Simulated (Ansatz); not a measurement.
Electronic density of states of amorphous Si24O47F2, density 2.04 g/cm³, on a 2×2×2 Γ-centred mesh with a Gaussian width of 0.1 eV; energies count from the Fermi level, whose place inside the gap is arbitrary. Cell and mesh are small, so fine structure isn't converged. Level of theory: PBE, scalar-relativistic without spin-orbit coupling (plane waves to 420 eV, PAW; Ansatz, a program for electronic structure). Sampling: a 2×2×2 Γ-centred mesh; Fermi-Dirac width 0.02 eV; no spin polarisation.

It comes from a melt-quench run on a machine-learned potential (CHGNet), relaxed afterwards by DFT. O and F atoms were pushed apart under 1.9 Å during the dynamics, to hinder bonds among them. The hot cell started wider than the set density and was brought back towards it in steps. It is the lowest in DFT energy of 2 quenches. It is a model cell: composition and starting density were chosen by hand, and all elements were melted together. No dispersion term was used. Its density started from a set value of 2.04 and ended at 2.04 g/cm³. The quench (nominally 150 K/ps over its main leg) was far faster than any real one, so the model tends to hold more defects than a real film. One small periodic cell is one sample of the glass; other quenches scatter about these values. The volume was held where the preparation left it, at a PBE pressure of -4.0 GPa (tension). Stress components on the final sampling reach 7.0 GPa.

| E - EF (eV) | states/(eV atom) |
|---|---|
| -12.00 | 0.00 |
| -11.90 | 0.00 |
| -11.80 | 0.00 |
| -11.70 | 0.01 |
| -11.60 | 0.05 |
| -11.50 | 0.12 |
| -11.40 | 0.13 |
| -11.30 | 0.16 |
| -11.20 | 0.17 |
| -11.10 | 0.17 |
| -11.00 | 0.19 |
| -10.90 | 0.20 |
| -10.80 | 0.19 |
| -10.70 | 0.17 |
| -10.60 | 0.16 |
| -10.50 | 0.16 |
| -10.40 | 0.17 |
| -10.30 | 0.20 |
| -10.20 | 0.20 |
| -10.10 | 0.20 |
| -10.00 | 0.20 |
| -9.90 | 0.18 |
| -9.80 | 0.19 |
| -9.70 | 0.25 |
| -9.60 | 0.23 |
| -9.50 | 0.20 |
| -9.40 | 0.20 |
| -9.30 | 0.18 |
| -9.20 | 0.18 |
| -9.10 | 0.19 |
| -9.00 | 0.17 |
| -8.90 | 0.17 |
| -8.80 | 0.17 |
| -8.70 | 0.16 |
| -8.60 | 0.15 |
| -8.50 | 0.16 |
| -8.40 | 0.19 |
| -8.30 | 0.17 |
| -8.20 | 0.19 |
| -8.10 | 0.28 |
| -8.00 | 0.38 |
| -7.90 | 0.56 |
| -7.80 | 0.64 |
| -7.70 | 0.74 |
| -7.60 | 0.80 |
| -7.50 | 0.79 |
| -7.40 | 0.76 |
| -7.30 | 0.70 |
| -7.20 | 0.65 |
| -7.10 | 0.54 |
| -7.00 | 0.32 |
| -6.90 | 0.07 |
| -6.80 | 0.00 |
| -6.70 | 0.00 |
| -6.60 | 0.00 |
| -6.50 | 0.01 |
| -6.40 | 0.08 |
| -6.30 | 0.25 |
| -6.20 | 0.18 |
| -6.10 | 0.04 |
| -6.00 | 0.13 |
| -5.90 | 0.35 |
| -5.80 | 0.45 |
| -5.70 | 0.49 |
| -5.60 | 0.52 |
| -5.50 | 0.53 |
| -5.40 | 0.48 |
| -5.30 | 0.46 |
| -5.20 | 0.60 |
| -5.10 | 0.68 |
| -5.00 | 0.67 |
| -4.90 | 0.71 |
| -4.80 | 0.72 |
| -4.70 | 0.72 |
| -4.60 | 0.80 |
| -4.50 | 0.93 |
| -4.40 | 1.00 |
| -4.30 | 0.94 |
| -4.20 | 0.85 |
| -4.10 | 0.86 |
| -4.00 | 0.94 |
| -3.90 | 0.97 |
| -3.80 | 0.97 |
| -3.70 | 0.94 |
| -3.60 | 0.93 |
| -3.50 | 0.87 |
| -3.40 | 0.81 |
| -3.30 | 0.80 |
| -3.20 | 0.78 |
| -3.10 | 0.73 |
| -3.00 | 0.72 |
| -2.90 | 0.66 |
| -2.80 | 0.71 |
| -2.70 | 0.75 |
| -2.60 | 0.72 |
| -2.50 | 0.67 |
| -2.40 | 0.36 |
| -2.30 | 0.06 |
| -2.20 | 0.00 |
| -2.10 | 0.00 |
| -2.00 | 0.00 |
| -1.90 | 0.00 |
| -1.80 | 0.00 |
| -1.70 | 0.00 |
| -1.60 | 0.00 |
| -1.50 | 0.00 |
| -1.40 | 0.00 |
| -1.30 | 0.00 |
| -1.20 | 0.00 |
| -1.10 | 0.00 |
| -1.00 | 0.00 |
| -0.90 | 0.00 |
| -0.80 | 0.00 |
| -0.70 | 0.00 |
| -0.60 | 0.00 |
| -0.50 | 0.00 |
| -0.40 | 0.00 |
| -0.30 | 0.00 |
| -0.20 | 0.00 |
| -0.10 | 0.00 |
| 0.00 | 0.00 |
| 0.10 | 0.00 |
| 0.20 | 0.00 |
| 0.30 | 0.00 |
| 0.40 | 0.00 |
| 0.50 | 0.00 |
| 0.60 | 0.00 |
| 0.70 | 0.00 |
| 0.80 | 0.00 |
| 0.90 | 0.00 |
| 1.00 | 0.00 |
| 1.10 | 0.00 |
| 1.20 | 0.00 |
| 1.30 | 0.00 |
| 1.40 | 0.00 |
| 1.50 | 0.00 |
| 1.60 | 0.00 |
| 1.70 | 0.00 |
| 1.80 | 0.00 |
| 1.90 | 0.00 |
| 2.00 | 0.00 |
| 2.10 | 0.00 |
| 2.20 | 0.00 |
| 2.30 | 0.01 |
| 2.40 | 0.02 |
| 2.50 | 0.01 |
| 2.60 | 0.01 |
| 2.70 | 0.04 |
| 2.80 | 0.04 |
| 2.90 | 0.05 |
| 3.00 | 0.08 |
| 3.10 | 0.09 |
| 3.20 | 0.03 |
| 3.30 | 0.02 |
| 3.40 | 0.08 |
| 3.50 | 0.11 |
| 3.60 | 0.12 |
| 3.70 | 0.13 |
| 3.80 | 0.06 |
| 3.90 | 0.07 |
| 4.00 | 0.09 |
| 4.10 | 0.08 |
| 4.20 | 0.16 |
| 4.30 | 0.17 |
| 4.40 | 0.11 |
| 4.50 | 0.13 |
| 4.60 | 0.19 |
| 4.70 | 0.20 |
| 4.80 | 0.20 |
| 4.90 | 0.20 |
| 5.00 | 0.18 |
| 5.10 | 0.16 |
| 5.20 | 0.21 |
| 5.30 | 0.26 |
| 5.40 | 0.22 |
| 5.50 | 0.18 |
| 5.60 | 0.24 |
| 5.70 | 0.31 |
| 5.80 | 0.34 |
| 5.90 | 0.36 |
| 6.00 | 0.45 |
| 6.10 | 0.50 |
| 6.20 | 0.48 |
| 6.30 | 0.52 |
| 6.40 | 0.56 |

The gap on this mesh is 4.78 eV; the broadening fills part of it in the curve.
